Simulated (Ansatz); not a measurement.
Base system: TiO2 (space group C2/m, No. 12; a cell from a computed database, its experimental status unchecked).

```
TiO2
1.0
    6.07961    -1.86506     0.00000
    6.07961     1.86506     0.00000
   -1.90471     0.00000     6.24898
Ti O
4 8
Direct
  0.80493   0.80493   0.71636
  0.19507   0.19507   0.28364
  0.10093   0.10093   0.70850
  0.89907   0.89907   0.29150
  0.05828   0.05828   0.36989
  0.94172   0.94172   0.63011
  0.63822   0.63822   0.70506
  0.36178   0.36178   0.29494
  0.13382   0.13382   0.00344
  0.86618   0.86618   0.99656
  0.73621   0.73621   0.34819
  0.26379   0.26379   0.65181
```

Level of theory: PBEsol (Ansatz, an electronic-structure program, PAW, scalar-relativistic without spin-orbit coupling).

Before the change:

Volume per atom: 11.81 Å³
Smallest direct gap: 3.01 eV
Band gap: 2.81 eV

One thing is altered: a hydrostatic pressure of 0.7 GPa.

**Question.** How does this affect the volume per atom, smallest direct gap and band gap?

**Answer.** The volume per atom shrinks by 0.04 Å³, from 11.81 Å³ to 11.77 Å³; the smallest direct gap goes up by 0.01 eV to 3.02 eV; the band gap stays essentially unchanged (2.81 eV against 2.82 eV).

Load acts through the strain it causes; cell and atoms are relaxed under it. Whether these cells are dynamically stable was not tested. All final runs are without spin polarisation. This is not the structure that TiO2 has at room temperature and ambient pressure.
